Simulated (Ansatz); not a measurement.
How far PBE and PBEsol part for hypothetical Pn-3m Mg2C, uniaxial strain ε_zz = +1.81 %

Take Mg2C (space group Pn-3m, No. 224; a = 4.8392 Å; a hypothetical phase, not in the database extracts checked) as the base. Axes: x, y, z lie along the cube axes.

(Cell as relaxed with PBE.)

Levels (all Ansatz, a quantum-chemistry and plane-wave program, PAW): PBE (420 eV, scalar-relativistic without spin-orbit coupling); PBEsol (420 eV, no spin-orbit coupling).

Each level relaxes its own structure.

```json
[
 {"base": "volume per atom", "PBE": "18.89 Å³", "PBEsol": "18.53 Å³"},
 {"base": "lattice parameter a", "PBE": "4.839 Å", "PBEsol": "4.809 Å"},
 {"base": "band gap", "PBE": "zero", "PBEsol": "zero"}
]
```

Perturbation: the cell is stretched by 1.81 % along z with no lateral relaxation, atoms relaxed at fixed cell.

| quantity | PBE | PBEsol |
|---|---|---|
| shortest interatomic distance | 2.108 Å | [?] |
| energy relative to the base (free energy F) | +1.1 meV/atom | [?] |
| pressure (mean of the normal stresses, compression positive) | -1.0 GPa | [?] |
| band gap | zero | [?] |

Q: What does PBEsol give?

A: 
- shortest interatomic distance, PBEsol: 2.095 Å
- energy relative to the base (free energy F), PBEsol: +1.1 meV/atom
- pressure (mean of the normal stresses, compression positive), PBEsol: -1.1 GPa
- band gap, PBEsol: zero

PBE's shortest interatomic distance lies 0.013 Å above PBEsol's (0.6 %); the two agree on the energy relative to the base and band gap. Neither level is exact; PBEsol is the comparison here, not a measurement.

Whether these cells are dynamically stable was not tested. All final runs are without spin polarisation. A zero or small gap of Mg2C can be the functional's error rather than a property of the material.
